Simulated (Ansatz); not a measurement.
Consider PbTe in the zinc blende structure (space group F-43m, No. 216; a = 7.284 Å; a hypothetical phase, not in the database extracts checked). Axes: x, y, z lie along the cube axes.

Level of theory: r2SCAN in Ansatz (plane waves to 500 eV, PAW, without spin-orbit coupling).

A first run, uniaxial strain ε_xx = −1.35 %, gives secant values C11 ≈ 28 GPa and C12 ≈ 27 GPa from its stress. A second run applies biaxial strain +2.94 %, plane normal [001], relaxed out of plane.

What does linear elasticity predict for −ε⊥/ε∥ in the second run, and what does the run give?

Linear elasticity: 2 C12/C11 = 1.93. The run gives 2.01; any difference comes from nonlinear terms at these strains and numerical noise.

No phonon test of stability was made.

Ansatz is an electronic-structure program.
